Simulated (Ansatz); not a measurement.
Base system: BAs in the wurtzite structure (space group P6_3mc, No. 186; a = 3.3544 Å, c = 5.5538 Å; a cell from a computed database, its experimental status unchecked).

Modification: a negative pressure, −1 GPa.

Levels (all Ansatz, an electronic-structure program, PAW): PBEsol (420 eV, spin-orbit coupling left out); PBEsol+SOC (420 eV, noncollinear with spin-orbit coupling).

The geometry is relaxed with PBEsol.

| Quantity | Value |
|---|---|
| PBEsol smallest direct gap | 2.12 eV |
| PBEsol lowest conduction level above the VBM at special points | M 1.03 eV; K 1.22 eV; L 1.67 eV; Γ 2.12 eV |

With PBEsol+SOC at the same geometry, the smallest direct gap decreases by 0.07 eV, from 2.12 eV to 2.05 eV; the lowest conduction level above the VBM at special points becomes M 0.96 eV; K 1.16 eV; L 1.61 eV; Γ 2.05 eV (PBEsol: M 1.03 eV; K 1.22 eV; L 1.67 eV; Γ 2.12 eV); the hole mass comes out as 0.53 mₑ along c, 0.24 mₑ across (at Γ).

Single points use the geometry relaxed with PBEsol. Differences between runs with and without spin-orbit coupling are approximate. Load acts through the strain it causes; cell and atoms are relaxed under it. Effective masses come from finite differences of ±0.01 Å⁻¹. Stability against distortions was not tested. This is not the structure that BAs has at room temperature and ambient pressure.
